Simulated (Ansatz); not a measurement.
TiB₂ (P6/mmm, relaxed from the AlB2 type): quasi-harmonic values at 300 K, zero-point motion included, from Ansatz (plane waves, PAW) with several functionals, beside measured values. Phonon and k meshes: PBEsol 4×4×3 / 12×12×12; PBE 4×4×3 / 12×12×12.  Misses against the measured value stand in brackets.

| quantity | PBEsol | PBE | measured |
|---|---|---|---|
| lattice constant a (Å) | 3.028 (0.0 %) | 3.043 (+0.5 %) | 3.029 |
| lattice constant c (Å) | 3.197 (-1.0 %) | 3.237 (+0.2 %) | 3.229 |

Static volumes: PBEsol 8.38, PBE 8.56 Å³/atom. The lattice constant a rises with the volume in this order; PBEsol lies closest to the measured value, and PBE is high by 0.5 %. The lattice constant c rises with the volume in this order; PBE lies closest to the measured value, and PBE is high by 0.2 %.

These misses hold whatever the vibrational approximation and the meshes add; that part was not separated from the functional's.

Measured values: R. G. Munro, J. Res. NIST 105, 709 (2000), Material Properties of Titanium Diboride.

The PAW data sets were generated under PBE and serve the other functionals too.

Ansatz is a first-principles code.
